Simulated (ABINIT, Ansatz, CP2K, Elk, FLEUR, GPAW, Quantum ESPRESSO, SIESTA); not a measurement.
**Code comparison for WS2 (P-6m2, 3 atoms in the cell)**

Self-consistent single point, at a second geometry (lattice scaled by 0.98). First geometry:

```
CELL_PARAMETERS angstrom
      3.15391     0.00000     0.00000
     -1.57696     2.73137     0.00000
      0.00000     0.00000    16.79294
ATOMIC_POSITIONS crystal
  W  0.00000 0.00000 0.00000
  S  0.33333 0.66667 0.90800
  S  0.33333 0.66667 0.09200
```

Shared settings, as Ansatz (a program for electronic structure) writes them: kpoints.mp_grid.grid = 6 6 1; scf.occupations.method = fixed. Potentials and cutoffs stand in the table.

```
code                                                                                                                                 model  ΔF from the first geometry (meV/atom)  pressure (GPa)  largest force (eV/Å)  gap on the mesh (eV)         cutoff
----------------  ------------------------------------------------------------------------------------------------------------------------  -------------------------------------  --------------  --------------------  --------------------  -------------
FLEUR                                                         LDA (Perdew-Zunger), all-electron FLAPW (FLEUR), scalar-relativistic valence                                   31.8               –                 1.426                 1.988  Kmax 4 1/bohr
ABINIT                                                                                                  LDA (PW92), PAW (JTH v2.0 LDA PAW)                                   28.4            3.73                 1.361                 1.987          42 Ry
Quantum ESPRESSO                                                    LDA (PW92), PseudoDojo standard norm-conserving (LDA) pseudopotentials                                   25.5            3.64                 1.323                 1.982          70 Ry
SIESTA            LDA PW92, numerical atomic orbitals TZP, PseudoDojo LDA standard norm-conserving potentials (rewritten from UPF to PSML)                                   29.3            3.95                 1.547                 1.929    grid 350 Ry
Elk                                                    LDA (PW92), all-electron FP-LAPW, Elk's shipped species files, default APW+lo basis                                   41.5               –                     –                 1.973        default
Ansatz                                                                                                 LDA (PW92), PAW files made with PBE                                   27.9            3.79                 1.368                 1.983        default
CP2K                                                  LDA (Pade form), GPW, DZVP-MOLOPT-SR-GTH basis, GTH-PADE potentials (GTH_POTENTIALS)                                   -6.4            1.64                 1.170                 1.984    grid 500 Ry
GPAW                                                                         LDA (Perdew-Wang 92), GPAW PAW datasets LDA (gpaw-data 1.0.1)                                   24.5            3.56                 1.298                 1.982         550 eV
```

A dash marks a value that a program does not give, or that is left out as unsure.

Gaps are read on the mesh.

On Ansatz's run: spin-orbit coupling is off.

The spread over the programs that give each value: ΔF from the first geometry within 47.9 meV/atom; pressure within 2.31 GPa; largest force within 0.377 eV/Å; gap on the mesh within 0.059 eV.

SIESTA and CP2K use small atom-centred bases, whose incompleteness enters pressures, forces and empty levels differently from a plane-wave cutoff. FLEUR and Elk treat all electrons, but the usual bases taken here (sphere radii, linearisation, local orbitals, empty states) were not tested for convergence, so the values are no reference for the others. Ansatz's pressure is given at a fixed set of plane waves, as the other plane-wave codes print theirs. In the pressure, CP2K (by 2.04) lies more than 1 GPa from the median of the plane-wave programs. In the force vectors, FLEUR (by 0.084), SIESTA (by 0.204) and CP2K (by 0.172) lie more than 0.08 eV/Å from the median of the plane-wave programs.

The starting cell comes from a database of computed structures (which also holds hypothetical and non-ambient phases and stackings), without a prior relaxation at this level. Its lattice was rescaled by a random factor within 2.5 % of one. For this run, on top of that: lattice scaled by 0.98.

Keys are those of Ansatz 0.2.
